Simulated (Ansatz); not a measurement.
Pressure series in hypothetical Pm-3n InP

The reference is InP (space group Pm-3n, No. 223; a = 7.2411 Å; a hypothetical phase, not in the database extracts checked).

Cell and atoms are relaxed at each pressure.

All numbers come from Ansatz (a program for electronic structure), PBEsol, PAW, cutoff 420 eV, scalar-relativistic without spin-orbit coupling.

```json
[
 {"pressure (GPa)": "-2", "volume per atom (Å³/atom)": "33.033"},
 {"pressure (GPa)": "-1", "volume per atom (Å³/atom)": "32.291"},
 {"pressure (GPa)": "0", "volume per atom (Å³/atom)": "31.639"},
 {"pressure (GPa)": "0.3", "volume per atom (Å³/atom)": "31.452"},
 {"pressure (GPa)": "0.7", "volume per atom (Å³/atom)": "31.219"},
 {"pressure (GPa)": "1.5", "volume per atom (Å³/atom)": "?"},
 {"pressure (GPa)": "3", "volume per atom (Å³/atom)": "30.036"},
 {"pressure (GPa)": "7.5", "volume per atom (Å³/atom)": "28.261"},
 {"pressure (GPa)": "10", "volume per atom (Å³/atom)": "27.473"}
]
```

### Question
Fit the third-order Birch–Murnaghan form P(V) = (3B₀/2)[(V₀/V)^(7/3) − (V₀/V)^(5/3)]·[1 + (3/4)(B₀′ − 4)((V₀/V)^(2/3) − 1)] (squares taken in P) to the rows shown and predict the withheld row.

### Answer
Least squares on the printed values gives V₀ = 31.638 Å³/atom, B₀ = 51.2 GPa, B₀′ = 4.6; this predicts 30.780 Å³/atom, and the run gives 30.782 Å³/atom, 0.002 higher.

Load acts through the strain it causes; cell and atoms are relaxed under it. Whether these cells are dynamically stable was not tested. No other phases were tried under pressure.
